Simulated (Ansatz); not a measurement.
Consider NbP in the CsCl type structure (space group Pm-3m, No. 221; a = 3.1101 Å; a hypothetical phase, not in the database extracts checked; relaxed with 0.1 eV smearing). Axes: x, y, z lie along the cube axes.

Computed with PBE (Ansatz, a first-principles code), no SOC.

A first run, uniaxial strain ε_yy = −1.60 %, gives secant values C11 ≈ 380 GPa and C12 ≈ 110 GPa from its stress. A second run applies isotropic strain +2.82 %.

Question: What does linear elasticity predict for the bulk modulus −ΔP/(ΔV/V₀) in the second run, and what does the run give?

Answer: Linear elasticity: (C11 + 2 C12)/3 = 200 GPa. The run gives 150 GPa; any difference comes from nonlinear terms at these strains and numerical noise.

Stability against distortions was not tested. The final runs are not spin-polarised.
